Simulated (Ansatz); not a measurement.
The starting structures come from a database of crystals and need not be the phases stable at ambient conditions.

By PBEsol, the system below comes out a metal.

Data:

```xyz
2
Lattice="2.7117 0.0000 0.0000 -1.3559 3.4207 0.0000 1.3559 0.0000 3.3536" Properties=species:S:1:pos:R:3 pbc="T T T"
Si     0.6779     1.7103     1.6768
Si     1.3559     0.0000     0.0000
```

Space group of this cell: Fddd. The cell is strained (lengths across the current scaled by 1.02, ions clamped); by PBEsol its mean pressure is -3.5 GPa.

The current flows along the normal of the first two printed cell vectors. No spin-orbit coupling; the value is a mean over 0.1 eV about the Fermi level.

**Question.** State the ballistic conductance per area according to PBEsol (Ansatz, a first-principles code).

**Answer.** 1.2 × 10¹⁵ S/m² for both spins.
